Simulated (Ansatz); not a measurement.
The starting structures come from a database of crystals and need not be the phases stable at ambient conditions.

 Where the default PAW files enter, the runs use the earlier of Ansatz's two default sets.

By PBEsol, the system below comes out a metal.

The ballistic (Sharvin) conductance counts the channels at the Fermi level: G/A = (e²/h) × channels of both spins per area.

Consider the following.

```yaml
crystal:
  lattice:
    - [4.07226, 0.00000, 0.00000]
    - [-2.03613, 5.33336, 0.00000]
    - [0.00000, 0.00000, 14.26579]
  atoms:
    - { symbol: Y, position: [0.04587, 0.09174, 0.25000] }
    - { symbol: Y, position: [0.95413, 0.90826, 0.75000] }
    - { symbol: Y, position: [0.66931, 0.33862, 0.59640] }
    - { symbol: Y, position: [0.33069, 0.66138, 0.40360] }
    - { symbol: Y, position: [0.33069, 0.66138, 0.09640] }
    - { symbol: Y, position: [0.66931, 0.33862, 0.90360] }
    - { symbol: Ge, position: [0.77262, 0.54524, 0.25000] }
    - { symbol: Ge, position: [0.22738, 0.45476, 0.75000] }
    - { symbol: Ge, position: [0.00000, 0.00000, 0.50000] }
    - { symbol: Ge, position: [0.00000, 0.00000, 0.00000] }
    - { symbol: Ge, position: [0.62004, 0.24008, 0.39096] }
    - { symbol: Ge, position: [0.37996, 0.75992, 0.60904] }
    - { symbol: Ge, position: [0.37996, 0.75992, 0.89096] }
    - { symbol: Ge, position: [0.62004, 0.24008, 0.10904] }
```

Space group of this cell: Cmcm. The cell is taken as given; by PBEsol its mean pressure is -2.4 GPa.

The current flows along the normal of the first two printed cell vectors. No spin-orbit coupling; the value is a mean over 0.1 eV about the Fermi level.

Compute, with PBEsol (Ansatz, a quantum-chemistry and plane-wave program), the ballistic conductance per area.

0.28 × 10¹⁵ S/m² for both spins.
